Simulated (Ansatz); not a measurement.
# Thermal expansion of AlP in the zinc blende structure

Method: the quasi-harmonic free energy, LDA in Ansatz (a program for electronic structure); phonon mesh 5×5×5, k mesh 10×10×10. Dynamical quadrupoles are not included in the interpolation of the phonons between the solved wave vectors. The pressure is 5 GPa. The structure is held there; whether it is the stable one at that pressure was not tested.

```csv
T (K),α_L (10⁻⁶/K),C_P (J/mol/K),bulk modulus B_T (GPa),γ
100,-1.5,16.5,108,-0.69
200,0.1,32.4,107,0.02
300,1.3,40.3,106,0.23
400,1.9,44.1,105,0.31
500,2.2,46.1,104,0.35
600,2.4,47.2,103,0.37
700,2.6,47.9,102,0.38
800,2.7,48.4,101,0.39
900,2.8,48.8,99.5,0.40
1000,2.9,49.0,98.4,0.41
```

```
Quantity                                         Result
---------------------------------------  --------------
conventional lattice constants at 300 K     a = 5.351 Å
entropy at 300 K                         41.7 J/(mol K)
adiabatic bulk modulus at 300 K                 106 GPa
bulk modulus without vibrations                 110 GPa
zero-point volume expansion                      0.42 %
```

Zero-point expansion is included. Terms beyond the volume dependence of harmonic modes are not.

No phase change or melting is allowed for: the numbers belong to this structure as given.

The PAW data sets were generated under PBE and serve the other functionals too.
